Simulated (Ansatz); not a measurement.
SnS2: pressure series

Base system: SnS2 in the CdI2 type structure (space group P-3m1, No. 164; layered, stacked along the Cartesian z axis).

```xyz
3
Lattice="3.6261 0.0000 0.0000 -1.8130 3.1403 0.0000 0.0000 0.0000 5.5729" Properties=species:S:1:pos:R:3 pbc="T T T"
Sn     0.0000     0.0000     0.0000
S      0.0000     2.0935     1.4738
S      1.8130     1.0468     4.0991
```

Cell and atoms are relaxed at each pressure.

Calculations: PBEsol-D3(BJ) in Ansatz (plane waves to 420 eV, PAW, no spin-orbit coupling).

```csv
change,lattice parameter a,band gap
base,3.626 Å,0.96 eV
pressure −2 GPa,3.653 Å,1.36 eV
pressure −1 GPa,3.638 Å,1.10 eV
pressure 15 GPa,3.504 Å,zero
pressure 30 GPa,___,zero
pressure 50 GPa,3.318 Å,zero
pressure 75 GPa,3.155 Å,zero
pressure 100 GPa,3.033 Å,zero
```

**Question.** Some entries are withheld; estimate them.

**Answer.** 
- pressure 30 GPa, lattice parameter a: 3.417 Å

The mesh was chosen for an insulator and is coarse for the gapless case. Load acts through the strain it causes; cell and atoms are relaxed under it. No phonon test of stability was made. Competing high-pressure phases were not computed. The final runs are not spin-polarised. A zero or small gap of SnS2 under pressure 15 GPa and SnS2 under pressure 30 GPa can be the functional's error rather than a property of the material.

Ansatz is a quantum-chemistry and plane-wave program.
